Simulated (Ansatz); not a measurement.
Take CsGeI₃ (space group R3m, No. 160; a = 8.446 Å, c = 10.847 Å (hexagonal axes)) as the base.

Calculations: DFT with r2SCAN, PAW potentials and a 500 eV plane-wave cutoff in Ansatz (a quantum-chemistry and plane-wave program), no SOC, earlier PAW set.

Base values:

The width of the top valence band is 1.66 eV and the electron mass is 0.12 mₑ along k, 0.59 mₑ across (at T). The hole mass is 0.13 mₑ along k, 0.22 mₑ across (at T).

Perturbation: Na takes the place of Cs on all its sites; the structure is relaxed again.

Tabulated Pauling electronegativity and covalent radius: Cs 0.79, 2.44 Å; Na 0.93, 1.66 Å.

Question: Predict the new width of the top valence band, electron mass and hole mass.

Answer: The width of the top valence band falls by 0.23 eV (1.66 eV → 1.43 eV); the electron mass changes from 0.12 mₑ along k, 0.59 mₑ across (at T) to 0.14 mₑ along k, 0.63 mₑ across (at T); the hole mass goes from 0.13 mₑ along k, 0.22 mₑ across (at T) to 0.15 mₑ along k, 0.37 mₑ across (at T).

Spin-orbit coupling, missing from the scalar runs, can matter with I. The levels and masses belong to the bands next to the band gap. Masses are band curvatures over ±0.01 Å⁻¹ around the edge. Along k means along the line from Γ to the band edge. Stability against distortions was not tested. As relaxed here, NaGeI3 is a hypothetical phase, not in the database extracts checked. The base started in Cm and relaxed to R3m at this level.
